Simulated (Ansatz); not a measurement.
System: Al₂Cu (I4/mcm, No. 140). Method: r²SCAN (Ansatz, a program for electronic structure, plane waves, PAW).

Numerical settings: plane-wave cutoff 560 eV, 14×14×14 k mesh, Fermi–Dirac smearing 0.05 eV, no spin polarisation, scalar-relativistic PAW data made under PBE.

Cell (relaxed at this level):

```cif
data_Al8Cu4
_chemical_formula_sum 'Al8 Cu4'
_space_group_name_H-M_alt 'I4/mcm'
_space_group_IT_number 140
_space_group_name_Hall '-I 4 2c'
_cell_length_a 5.99698
_cell_length_b 5.99698
_cell_length_c 4.80391
_cell_angle_alpha 90.000
_cell_angle_beta 90.000
_cell_angle_gamma 90.000
loop_
_atom_site_label
_atom_site_type_symbol
_atom_site_symmetry_multiplicity
_atom_site_Wyckoff_symbol
_atom_site_fract_x
_atom_site_fract_y
_atom_site_fract_z
_atom_site_occupancy
Al1 Al 8 h 0.15933 0.34067 0.00000 1
Cu1 Cu 4 a 0.00000 0.00000 0.25000 1
```
(The calculation used a cell of 6 atoms; values per cell refer to that cell.)

**Question.** Predict the bulk modulus B0 and pressure derivative B′ of the bulk modulus.

**Answer.** 
* **bulk modulus B0**: 114 GPa
* **pressure derivative B′ of the bulk modulus**: 4.6

The run finds no gap.

Note: the bulk modulus comes from volumes at which shape and atoms were relaxed.

Computing time: roughly 30 core-minutes.
